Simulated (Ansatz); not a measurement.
Take a 12-atom supercell of TiSi₂ (space group Fddd, No. 70; a = 4.760 Å, b = 8.180 Å, c = 8.500 Å) at its relaxed geometry as the base.

All numbers come from Ansatz (an electronic-structure program) PBEsol, no spin-orbit coupling.

One neutral defect a cell, atoms relaxed at fixed cell.

One change was made to it. Results:

| quantity | base | after |
|---|---|---|
| largest displacement of a host atom from its site in the perfect cell | – | 0.18 Å |
| pressure | 0.0 GPa | 12.6 GPa |

### Question
Which of these changes matches the shifts?
A. Ti vacancy
B. Ru on a Si site, symmetric start
C. Si interstitial (started 1.58 Å from the nearest host atom)
D. Ca on a Ti site

### Answer
D, Ca on a Ti site. For comparison, the pressure in the other runs: Ti vacancy gives -2.6 GPa; Ru on a Si site, symmetric start gives 2.6 GPa; Si interstitial (started 1.58 Å from the nearest host atom) gives 18.5 GPa.

In so small a cell the defect repeats every few ångströms: this is an ordered compound, not a dilute defect. Defects with a symmetric start kept the site's symmetry and may sit on a saddle; the others started slightly shaken. All final runs are without spin polarisation.
